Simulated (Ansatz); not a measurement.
# Hf: stress against strain

Hf (hcp, P6_3/mmc, 20.830 Å³/atom and stress up to 0.01 GPa in the relaxed cell, c along z) under a strain ε along a direction in the basal plane (axis x), the other axes held. LDA in Ansatz, a plane-wave DFT program (PAW, default set), 420 eV, 21×21×12 Γ-centred mesh, Fermi-Dirac smearing 0.10 eV; ions are relaxed, or left where forces stay under 0.02 eV/Å, within the symmetry of each cell. Against the start cell, which lies near the measured one, the relaxed cell differs by -6.4 % in volume and -2.0 % in c; the values below rest on it. Stress is positive for a compressed cell.

Here s stands for strain and y for stress xx.

| strain (%) | stress xx (GPa) |
|---|---|
| -1.50 | 2.93 |
| -1.00 | 1.92 |
| -0.50 | 0.94 |
| 0.00 | 0.00 |
| 0.50 | -0.92 |
| 1.00 | -1.80 |
| 1.50 | -2.66 |
| 3.00 | ? |

Q: Using a straight line, estimate the missing y at s = 3.00 from the other rows, showing the fit.

A: Means: s 0, y 0.059. About the means, the sum of products is -13.035 and the sum of squares of s is 7.0000; the slope is their ratio. Least squares gives y = 0.059 - 1.8621·s. Residuals (row less fit): 0.078, -0.001, -0.050, -0.059, -0.048, 0.003, 0.074; standard error 0.063 (degrees of freedom: 5). The slope gives the elastic constant C11 = about 190 GPa. At the withheld row, y = 0.059 - 1.8621 × 3.0 = -5.527 GPa. The calculation gives -5.02 GPa, 0.507 GPa above the prediction (6.4 % of the range of y in the table). The row lies outside the fitted rows, so this is an extrapolation. From the scatter of the fitted rows alone, a prediction at this place has a standard error of 0.098 GPa, so the miss is 5.2 times that.

A polynomial of degree 2 through the 12 other runs of the series gives -5.03 there, so most of the miss is curvature that the fit leaves out. In a metal these values are sensitive to mesh and smearing; energies are taken to zero smearing, stresses follow the free energy. Rows are the converged runs of the series near zero and its far end; series whose fitted rows scatter by over a few per cent of the range, as at a crossing or softening among them, aren't shown in this form, nor equations of state whose B0' disagrees with the runs' pressures. Most that stay on the fit to the last digits aren't either.
